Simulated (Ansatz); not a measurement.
Amorphous Al30O33N8, 71 atoms at 3.00 g/cm³, one PBE-relaxed geometry, zone centre. Methods: PBE, scalar-relativistic without spin-orbit coupling (Ansatz, a first-principles code); r2SCAN, scalar-relativistic without spin-orbit coupling (Ansatz). Plane waves to 420 eV (r2SCAN 500 eV). At PBE the levels at the filled edge of the gap are localised (band-tail or defect states), and the nearest spread-out levels lie 3.2 eV apart at the zone centre. All rungs ran without spin polarisation.

The cell was made by melting and quenching with the CHGNet potential and then relaxed with DFT. O and N atoms were pushed apart under 1.9 Å during the dynamics, to hinder bonds among them. The hot cell started wider than the set density and was brought back towards it in steps. It is the lowest in DFT energy of 2 quenches. It is a model cell: composition and starting density were chosen by hand, and all elements were melted together. No dispersion term was used. A short ab initio anneal came between quench and relaxation. Its density started from a set value of 3.00 and ended at 3.00 g/cm³. The quench (nominally 290 K/ps over its main leg) was far faster than any real one, so the model tends to hold more defects than a real film. Values belong to this one cell and scatter from quench to quench. The volume was held where the preparation left it, at a PBE pressure of -0.8 GPa (tension). Stress components on the final sampling reach 2.9 GPa.

The relaxation ran on the zone centre alone. At PBE the level gap is 2.54 eV on a 2×2×2 Γ-centred mesh, and the spacing at the zone centre alone 2.55 eV.

**Question.** What zone-centre spacing does r2SCAN give, roughly?

**Answer.** 3.05 eV (+0.50 eV against PBE).

The highest filled and the lowest empty state spread over these numbers of atoms (participation numbers): PBE: 3.3 and 66.2; r2SCAN: 3.1 and 65.8.
